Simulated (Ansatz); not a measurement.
The reference is ZnO in the wurtzite structure (space group P6_3mc, No. 186; a = 3.187 Å, c = 5.153 Å). Axes: x lies along a and z along c of the hexagonal cell.

The values are results of LDA (Ansatz, a program for electronic structure), spin-orbit coupling left out, not measurements.

Now apply this change: the cell is compressed by 1.80 % along x with no lateral relaxation, atoms relaxed at fixed cell.

Task: Predict the stress tensor and what it implies for the stiffness.

Result: Stress of the strained cell less that of the base (GPa, compression positive):
```
   4.04    0.00    0.00
   0.00    2.62    0.00
   0.00    0.00    2.33
```

Then −Δσ_ii/ε with ε = -0.0180 gives secant stiffness values (nonlinear terms included at this strain): C11 ≈ 225 GPa, C12 ≈ 145 GPa and C13 ≈ 129 GPa.

No phonon test of stability was made.
